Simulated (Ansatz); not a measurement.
System: cubic perovskite KMgF₃. Method: LDA in Ansatz (PAW).

Settings: plane-wave cutoff 520 eV, 6×6×6 k mesh, scalar-relativistic PAW data made under PBE.

Cell (relaxed at this level):

```xyz
5
Lattice="3.9082 0.0000 0.0000 0.0000 3.9082 0.0000 0.0000 0.0000 3.9082" Properties=species:S:1:pos:R:3 pbc="T T T"
K      0.0000     0.0000     0.0000
Mg     1.9541     1.9541     1.9541
F      1.9541     0.0000     1.9541
F      0.0000     1.9541     1.9541
F      1.9541     1.9541     0.0000
```

Q: Give the computed elastic constant C12, elastic constant C11, Young modulus, Voigt–Reuss–Hill shear modulus (Hill average) and elastic constant C44.

A: 
- elastic constant C12 = 45.8 GPa
- elastic constant C11 = 167 GPa
- Young modulus = 133 GPa
- Voigt–Reuss–Hill shear modulus (Hill average) = 53.7 GPa
- elastic constant C44 = 49.4 GPa

Measured, for comparison: elastic constant C12 43.6 ± 0.2 GPa (temperature not stated, not corrected to a static lattice, our sources range from 39.6 to 43.6; as tabulated in Vaitheeswaran et al. (2007), arXiv:cond-mat/0703621); elastic constant C11 138 ± 0.2 GPa (temperature not stated, not corrected to a static lattice, our sources range from 132 to 138; as tabulated in Vaitheeswaran et al. (2007), arXiv:cond-mat/0703621); elastic constant C44 49.8 ± 0.08 GPa (temperature not stated, not corrected to a static lattice, our sources range from 48.5 to 49.8; as tabulated in Vaitheeswaran et al. (2007), arXiv:cond-mat/0703621). Computed (rounded) less measured: elastic constant C12 +5 % (+5 % to +16 % over the range), elastic constant C11 +21 % (+21 % to +27 % over the range), elastic constant C44 -0.8 % (inside the range of the sources held). A static lattice is as a rule a little smaller and stiffer than an uncorrected measurement, which narrows the difference in the elastic constant C12 and would widen misses of the other sign.

Elastic constants are with the ions relaxed.

Ansatz is a quantum-chemistry and plane-wave program.
